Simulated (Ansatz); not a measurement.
This Ansatz (a quantum-chemistry and plane-wave program) input is the reference run, ZnS in the wurtzite structure (space group P6_3mc, No. 186), computed with plane-wave PAW DFT at the PBE level (Ansatz, 420 eV), no SOC, earlier PAW set:

Ansatz 0.2 input:
```yaml
crystal:
  lattice:
    - [3.8451422785, 0, 0]
    - [-1.9225711393, 3.3299908944, 0]
    - [0, 0, 6.305729764]
  atoms:
    - { symbol: Zn, position: [0.6666666667, 0.3333333333, 0.9998522262] }
    - { symbol: Zn, position: [0.3333333333, 0.6666666667, 0.4998522262] }
    - { symbol: S, position: [0.6666666667, 0.3333333333, 0.6253477738] }
    - { symbol: S, position: [0.3333333333, 0.6666666667, 0.1253477738] }
basis: { ecutwfc: 420, ecutrho_ratio: 4, xc_grid: 2, fft_grid_basis: typed }
kpoints: { mp_grid: { grid: [10, 10, 5] } }
hamiltonian:
  xc: pbe
  dispersion: none
  pseudopotentials: { azcp: { folder: ./paw }, kind: paw }
scf: { occupations: { method: fermi_dirac, width: 0.05 }, convergence: { dr2_threshold: 0.0000000004 } }
output: { forces: true, stress: true }
checkpoint: { write: state.ck, write_every: 1000 }
```

Question: Write the input for this change: uniaxial strain ε_zz = +3.61 %, all other strain components held at zero; the atoms relax in the strained cell.

Answer: 
Ansatz 0.2 input:
```yaml
crystal:
  lattice:
    - [3.8451422785, 0, 0]
    - [-1.9225711393, 3.3299908944, 0]
    - [0, 0, 6.5333666085]
  atoms:
    - { symbol: Zn, position: [0.6666666667, 0.3333333333, 0.9998522262] }
    - { symbol: Zn, position: [0.3333333333, 0.6666666667, 0.4998522262] }
    - { symbol: S, position: [0.6666666667, 0.3333333333, 0.6253477738] }
    - { symbol: S, position: [0.3333333333, 0.6666666667, 0.1253477738] }
basis: { ecutwfc: 420, ecutrho_ratio: 4, xc_grid: 2, fft_grid_basis: typed }
kpoints: { mp_grid: { grid: [10, 10, 5] } }
hamiltonian:
  xc: pbe
  dispersion: none
  pseudopotentials: { azcp: { folder: ./paw }, kind: paw }
scf: { occupations: { method: fermi_dirac, width: 0.05 }, convergence: { dr2_threshold: 0.0000000004 } }
relax: { f_tol: 0.005, max_steps: 50 }
output: { forces: true, stress: true }
checkpoint: { write: state.ck, write_every: 1000 }
```
This is the input that was run.

No phonon test of stability was made.
